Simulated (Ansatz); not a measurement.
The reference is PbTe in the rock salt structure (space group Fm-3m, No. 225; a = 6.569 Å).

Computed with PBE/PAW in Ansatz (a first-principles code), no spin-orbit coupling.

For the base:

| Property | Value |
|---|---|
| Band gap | 0.83 eV |
| Electron mass | 0.31 mₑ along k, 0.11 mₑ across (at L) |
| Density | 7.84 g/cm³ |

One thing is altered: hydrostatic tension (pressure −2 GPa).

Task: Estimate the effect on the band gap, electron mass and density.

Result: The band gap goes up by 0.095 eV (0.83 eV → 0.92 eV); the electron mass becomes 0.33 mₑ along k, 0.11 mₑ across (at L) (base: 0.31 mₑ along k, 0.11 mₑ across (at L)); the density falls by 0.45 g/cm³ to 7.39 g/cm³.

Spin-orbit coupling, missing from the scalar runs, can matter with Pb and Te. Load acts through the strain it causes; cell and atoms are relaxed under it. Effective masses come from finite differences of ±0.01 Å⁻¹. Along k means along the line from Γ to the band edge. No phonon test of stability was made.
